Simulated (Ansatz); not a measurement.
# A computed series for SiC: response to strain

Base system: SiC (space group P6_3mc, No. 186; a = 3.078 Å, c = 10.076 Å). Axes: x lies along a and z along c of the hexagonal cell.

Strains are applied to the cell and any free atomic positions relax.

All numbers come from DFT with PBEsol, PAW potentials and a 420 eV plane-wave cutoff in Ansatz (a quantum-chemistry and plane-wave program), without spin-orbit coupling.

Notes on the quantities. energy relative to the base: free energy F; pressure: mean of the normal stresses, compression positive.

```csv
case,energy relative to the base,volume per atom,pressure
base,0 meV/atom,10.33 Å³,-0.01 GPa
uniaxial strain ε_zz = +0.75 %,+1.0 meV/atom,10.41 Å³,(withheld)
uniaxial strain ε_zz = +1.50 %,(withheld),10.49 Å³,-3.17 GPa
uniaxial strain ε_zz = +2.25 %,+8.6 meV/atom,10.57 Å³,(withheld)
uniaxial strain ε_zz = +3.00 %,+15 meV/atom,10.64 Å³,(withheld)
```

Question: Fill in the withheld entries from the trend.

Answer: 
- uniaxial strain ε_zz = +0.75 %, pressure: -1.62 GPa
- uniaxial strain ε_zz = +1.50 %, energy relative to the base: +3.9 meV/atom
- uniaxial strain ε_zz = +2.25 %, pressure: -4.65 GPa
- uniaxial strain ε_zz = +3.00 %, pressure: -6.05 GPa

Whether these cells are dynamically stable was not tested.
